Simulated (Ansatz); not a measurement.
GaN: response to strain

The reference is GaN in the wurtzite structure (space group P6_3mc, No. 186; a = 3.183 Å, c = 5.184 Å). Axes: x lies along a and z along c of the hexagonal cell.

Strains are applied to the cell and any free atomic positions relax; under biaxial strain the out-of-plane vector relaxes too.

Levels (all Ansatz, a first-principles code, PAW): r2SCAN (500 eV, without spin-orbit coupling); HSE06 (420 eV, without spin-orbit coupling).

Band gaps by level, all at the geometries relaxed with r2SCAN:

```json
[
 {"case": "base", "r2SCAN": "2.35 eV", "HSE06": "3.20 eV"},
 {"case": "biaxial strain −3.95 %, plane normal [001], relaxed out of plane", "r2SCAN": "2.42 eV", "HSE06": "3.30 eV"},
 {"case": "biaxial strain −0.28 %, plane normal [001], relaxed out of plane", "r2SCAN": "2.36 eV", "HSE06": "3.21 eV"},
 {"case": "isotropic strain +3.14 %", "r2SCAN": "1.71 eV", "HSE06": "2.49 eV"},
 {"case": "strain tensor (xx, yy, zz, yz, xz, xy) = (+2.18, +1.06, −1.65, −0.77, +0.59, −0.40) %", "r2SCAN": "2.16 eV", "HSE06": "3.00 eV"},
 {"case": "tensor shear ε_xy = −3.59 %", "r2SCAN": "2.10 eV", "HSE06": "2.95 eV"}
]
```

Single points use the geometry relaxed with r2SCAN. No phonon test of stability was made.
